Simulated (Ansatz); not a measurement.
System: Ru-vacancy pair (Ru on one host Rh site, one Rh site vacant) in fcc Rh (neutral cell). These are PBE, PAW (plane waves to 420 eV; Ansatz, a quantum-chemistry and plane-wave program) values and carry that method's errors.

Cell of 32 host sites held at the relaxed PBE lattice; a 2×2×2 k-point mesh shifted by half a step; Fermi-Dirac width 0.10 eV, spin-restricted; finite-size errors left in. Static, classical nuclei. Forms of the defect that were not tried may lie lower.

Barriers: single points on a 4×4×4 k-point mesh shifted by half a step at the bands' geometries (they differ from the bands' own by up to 0.05 eV, and are uncertain by about as much).

The step: Ru and the vacancy change places (Ru-vacancy distance between ideal sites 2.71 Å throughout); the atom moves 2.73 Å along (0.00, 0.50, 0.50) of the unit cell; the moving atom starts with neighbours 5 Rh at 2.68, 6 Rh at 2.70 Å and ends with 5 Rh at 2.68, 6 Rh at 2.70 Å.

### Question
Give the migration barrier of this step at the level PBE, PAW.

### Answer
50.2 kcal/mol, the same both ways. At the saddle the moving atom has neighbours 4 Rh at 2.47, 2 Rh at 2.96, 2 Rh at 2.99 Å. The saddle point's order was not checked, and it lies on a symmetry element of the cell, where a band can be held.
